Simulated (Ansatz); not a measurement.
Base system: BAs in the zinc blende structure (space group F-43m, No. 216; a = 4.768 Å). Axes: x, y, z lie along the cube axes.

All numbers come from Ansatz (a quantum-chemistry and plane-wave program), PBEsol, PAW, cutoff 420 eV, no SOC.

Strains are applied to the cell and any free atomic positions relax; under biaxial strain the out-of-plane vector relaxes too; under stress the whole cell relaxes.

One change was made to it. Results:

The volume per atom shrinks by 0.16 Å³ to 13.39 Å³; the energy grows by 4.3 meV/atom.

### Question
What was done to the base?
A) uniaxial strain ε_xx = −2.53 %
B) uniaxial stress, 5 GPa compression along x
C) uniaxial stress, 8 GPa compression along x
D) biaxial strain −4.42 %, plane normal [111], relaxed out of plane

### Answer
B, uniaxial stress, 5 GPa compression along x. For comparison, the energy relative to the base in the other runs: uniaxial strain ε_xx = −2.53 % gives +7.7 meV/atom; uniaxial stress, 8 GPa compression along x gives +11 meV/atom; biaxial strain −4.42 %, plane normal [111], relaxed out of plane gives +68 meV/atom.

Beyond what the load breaks, stability against distortions was not tested.
